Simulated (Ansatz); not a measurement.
Take WSi$_{2}$ (space group I4/mmm, No. 139; a = 3.2024 Å, c = 7.8177 Å; relaxed with 0.1 eV smearing) as the base. Axes: x, y, z lie along a, b, c of the conventional cell.

All numbers come from plane-wave PAW DFT at the PBEsol level (Ansatz, a quantum-chemistry and plane-wave program, 420 eV), no spin-orbit coupling.

For the base:

```
Item                             Value
-----------------------------  -------
Shortest interatomic distance  2.588 Å
Band gap                          zero
```

The change: a pure shear with ε_xz = ε_zx = 0.0029; the atoms relax in the strained cell.

### Question
What does the calculation give for the stress after the change?

### Answer
The stress (xx, yy, zz, yz, xz, xy; compression positive) amounts to (0.0, 0.0, 0.0, 0.0, -1.2, 0.0) GPa.

### Question
How does this affect the energy relative to the base?

### Answer
The energy hardly moves.

### Question
What happens to the shortest interatomic distance?

### Answer
The shortest interatomic distance is still 2.588 Å.

### Question
Predict the new band gap.

### Answer
The band gap remains zero.

Whether these cells are dynamically stable was not tested. The final runs are not spin-polarised.
